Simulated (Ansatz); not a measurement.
**Ba2HfO4: pressure series**

The reference is Ba2HfO4 (space group I4/mmm, No. 139; a cell from a computed database, its experimental status unchecked).

```
Ba2HfO4
1.0
   -2.07573     2.07573     6.71587
    2.07573    -2.07573     6.71587
    2.07573     2.07573    -6.71587
Ba Hf O
2 1 4
Cartesian
  0.00000   0.00000   4.73120
  0.00000   0.00000   8.70054
  0.00000   0.00000   0.00000
  0.00000   2.07573   0.00000
  2.07573   0.00000   0.00000
  0.00000   0.00000   2.10209
  0.00000   0.00000  11.32965
```

Cell and atoms are relaxed at each pressure.

All numbers come from Kohn–Sham DFT with the r2SCAN+rVV10 functional, run in Ansatz (a quantum-chemistry and plane-wave program) with PAW and 500 eV plane waves, scalar-relativistic without spin-orbit coupling, earlier PAW set.

| pressure (GPa) | volume per atom (Å³/atom) |
|---|---|
| -1 | 16.671 |
| 0 | 16.535 |
| 0.3 | ? |
| 0.7 | 16.444 |
| 1.5 | 16.343 |
| 3 | 16.162 |
| 5 | 15.939 |
| 7.5 | 15.681 |
| 10 | 15.445 |

### Question
Fit the third-order Birch–Murnaghan form P(V) = (3B₀/2)[(V₀/V)^(7/3) − (V₀/V)^(5/3)]·[1 + (3/4)(B₀′ − 4)((V₀/V)^(2/3) − 1)] (squares taken in P) to the rows shown and predict the withheld row.

### Answer
Least squares on the printed values gives V₀ = 16.535 Å³/atom, B₀ = 125 GPa, B₀′ = 4.7; this predicts 16.496 Å³/atom, and the run gives 16.497 Å³/atom, in agreement.

Load acts through the strain it causes; cell and atoms are relaxed under it. No phonon test of stability was made. Competing high-pressure phases were not computed.
